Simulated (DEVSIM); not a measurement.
System: Mo/AlN/p-GaAs capacitor, at 300 K.

Layer 1 from the left is AlN, thickness (nm) 2.50. Layer 2 from the left is GaAs, thickness (nm) 4200, Na (cm⁻³) 1.2e16.

Metal gate on the left, work function 4.6 eV. Fixed charge at the semiconductor interface -1.2e11 cm⁻² (in units of +e); no interface traps.

This is a model device: material constants are rounded textbook-type values typed into the input, and sizes, dopings and lifetimes were drawn at random. Values at 300 K.

AlN: gap (eV) 6.1, affinity (eV) 1.9, permittivity 8.5. GaAs: gap (eV) 1.424, affinity (eV) 4.07, permittivity 12.9, Nc (cm⁻³) 4.7e17, Nv (cm⁻³) 9e18.

Model (solved in DEVSIM): 1D Poisson equation in equilibrium, Boltzmann statistics, complete ionisation; no quantum confinement or tunnelling. Metal contacts follow the ideal Schottky-Mott rule: no Fermi-level pinning, no interface dipoles.

Task: What does the simulation give for the minimum of the low-frequency capacitance, the flat-band voltage, the threshold voltage (band bending 2φF)?

Result: minimum of the low-frequency capacitance 0.0333 μF/cm²; flat-band voltage -0.72 V; threshold voltage (band bending 2φF) 0.47 V.
